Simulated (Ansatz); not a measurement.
Input:

```xyz
2
Lattice="3.2398 0.0000 0.0000 1.6199 2.8057 0.0000 0.0000 0.0000 5.1667" Properties=species:S:1:pos:R:3 pbc="T T T"
Zr     1.6199     0.9352     3.8751
Zr     3.2398     1.8705     1.2917
```

No spin polarisation.

Calculations: PBE, PAW, 420 eV (Ansatz, a first-principles code; no SOC). k-mesh 21×21×11 (Γ-centred); smearing 0.1 eV (Fermi–Dirac).

### Question
Predict the band gap, space group and in-plane stress.

### Answer
- Band gap: zero
- Space group: P6_3/mmc (No. 194)
- Mean in-plane stress (compression positive): -0.5 GPa

The cells carry an imposed strain or load. No phonon test of stability was made. All final runs are without spin polarisation. The cell was made from Zr in the hcp (Mg type) structure (space group P6_3/mmc, No. 194) by this change: biaxial strain +0.29 %, plane normal [001], relaxed out of plane.
